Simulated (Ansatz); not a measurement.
Band structure of Sr₃Cd (P6_3/mmc, 8 atoms in the cell).

```
CELL_PARAMETERS angstrom
      7.94834     0.00000     0.00000
     -3.97417     6.88346     0.00000
      0.00000     0.00000     6.37518
ATOMIC_POSITIONS crystal
  Sr 0.83920 0.67840 0.25000
  Sr 0.16080 0.83920 0.75000
  Sr 0.32160 0.16080 0.25000
  Sr 0.16080 0.32160 0.75000
  Sr 0.83920 0.16080 0.25000
  Sr 0.67840 0.83920 0.75000
  Cd 0.33333 0.66667 0.25000
  Cd 0.66667 0.33333 0.75000
```

Level of theory: LDA (PW92), default PAW files made with PBE (plane waves; Ansatz, an electronic-structure program).

Settings: basis.ecutwfc = 420 eV; kpoints.mp_grid.grid = 4 4 4; hamiltonian.xc = lda; hamiltonian.pseudopotentials = {kind: paw} (the program's default PAW files); scf.occupations.method = cold; scf.occupations.width = 0.136 eV; kpoints.band_path.npoints = 16.

The starting cell was generated: these elements placed on a structure prototype, without a prior relaxation; it need not be a known phase or ordering of this composition.

Levels in eV from the Fermi level, bands 47 to 54:
```json
[
 {"point": "Γ", "47": "-0.91", "48": "-0.59", "49": "-0.58", "50": "-0.58", "51": "-0.47", "52": "0.25", "53": "0.61", "54": "0.61"},
 {"point": "M", "47": "-0.68", "48": "-0.19", "49": "-0.12", "50": "-0.09", "51": "0.12", "52": "0.19", "53": "0.46", "54": "0.71"},
 {"point": "K", "47": "-0.94", "48": "-0.24", "49": "-0.15", "50": "-0.04", "51": "-0.04", "52": "0.03", "53": "0.67", "54": "0.67"},
 {"point": "A", "47": "-0.26", "48": "-0.26", "49": "-0.26", "50": "-0.26", "51": "0.27", "52": "0.27", "53": "0.27", "54": "0.27"},
 {"point": "L", "47": "-0.98", "48": "-0.98", "49": "-0.62", "50": "-0.62", "51": "0.12", "52": "0.12", "53": "1.00", "54": "1.00"},
 {"point": "H", "47": "-1.62", "48": "-1.62", "49": "-0.10", "50": "-0.10", "51": "0.30", "52": "0.30", "53": "0.50", "54": "0.50"}
]
```

Bands cross the Fermi level along this path, so the cell is metallic at this level.

Keys are those of Ansatz 0.2.
